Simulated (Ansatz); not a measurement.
# WC: x(Ge) = 0.333, 6 atoms, R32

The parent structure is WC (space group P-6m2, No. 187; a = 2.922 Å, c = 2.847 Å).

The other end (x = 1) is WGe (space group P-6m2, No. 187; a hypothetical phase, not in the database extracts checked): 16.12 Å³/atom, gap zero; this end may not be an ambient phase.

One thing is altered: a fraction x = 0.333 of the C sites is given to Ge, ordered in a cell of 6 atoms (starting symmetry R32) and fully relaxed.

Level of theory: PBE in Ansatz (plane waves to 420 eV, PAW, spin-orbit coupling left out). Settings: 11×11×11 k-points, 0.05 eV Fermi–Dirac smearing, for the changed cell.

* **Volume per atom**: 12.62 Å³ (base 10.52 Å³)
* **Density**: 14.21 g/cm³ (base 15.45 g/cm³)
* **Shortest interatomic distance**: 2.253 Å (base 2.207 Å)
* **Band gap**: zero (base zero)
* **Mixing energy**: +0.48 eV/atom (to 0.01 eV only: unlike meshes or grids) (against an end that may be hypothetical)
* **Deviation of the volume from the linear (Vegard-type) interpolation**: +1.9 %
* **Mean first-shell distances**: C–W 2.321 Å (end compound 2.207 Å), Ge–W 2.404 Å (end compound 2.588 Å)

Final structure:

```xyz
6
Lattice="2.6906 1.5534 3.0203 -2.6906 1.5534 3.0203 0.0000 -3.1068 3.0203" Properties=species:S:1:pos:R:3 pbc="T T T"
W     -1.0419     1.5534     3.0203
W     -0.8243    -1.6790     3.0203
W      1.8662     0.1256     3.0203
C      0.0000     0.0000     7.5246
Ge     0.0000     0.0000     4.5304
C      0.0000     0.0000     1.5361
```

These are small ordered cells, not random alloys; other orderings at the same x differ. No phonon test of stability was made. All final runs are without spin polarisation.

Ansatz is a quantum-chemistry and plane-wave program.
